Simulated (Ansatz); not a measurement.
Structures of equal composition on the (110) surface of bcc Mo: a layer of Pd in place of the second plane; a layer of Pd in place of the third plane. The slabs share one bottom face, and each structure is named by its start. These are constructed structures in small cells; real faces may alloy, dewet or reconstruct in larger ones, and not all known structures of the face are among them. Slabs of about 11 Å, Fermi-Dirac smearing of 0.1 eV. Bottom of the slabs: a bare face, its two planes held. Relaxed from the named starts with such symmetry as they have, on meshes of like density; energies extrapolated to zero smearing; spin only where a row says so; no spin-orbit coupling, no U. Brackets mark spin-polarised runs, whose order is one that fits the cell.

Level of theory: PBE (plane waves to 420 eV, PAW; Ansatz, a program for electronic structure).

Q: Rank these by energy per 1x1 cell (lowest first), as PBE gives it.

A: a layer of Pd in place of the third plane (0.000 eV), a layer of Pd in place of the second plane (0.227 eV)
